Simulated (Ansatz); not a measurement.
The reference is GaAs in the zinc blende structure (space group F-43m, No. 216; a = 5.746 Å).

Computed with PBE/PAW in Ansatz (an electronic-structure program), no spin-orbit coupling.

Before the change:

```
Item                      Result
-------------------  -----------
Smallest direct gap      0.16 eV
Band gap                 0.16 eV
Gap character        direct at Γ
```

Perturbation: every lattice vector is shortened by 4.97 %, atoms relaxed at fixed cell.

Q: How does this affect the energy relative to the base, smallest direct gap, band gap and gap character?

A: The energy goes up by 121 meV/atom; the smallest direct gap goes up by 1.17 eV (0.16 eV → 1.33 eV); the band gap goes up by 1.08 eV, from 0.16 eV to 1.24 eV; the gap character goes from direct at Γ to indirect, Γ → Γ–X (87 % along).

The cells carry an imposed strain or load. Stability against distortions was not tested. A zero or small gap of GaAs can be the functional's error rather than a property of the material.
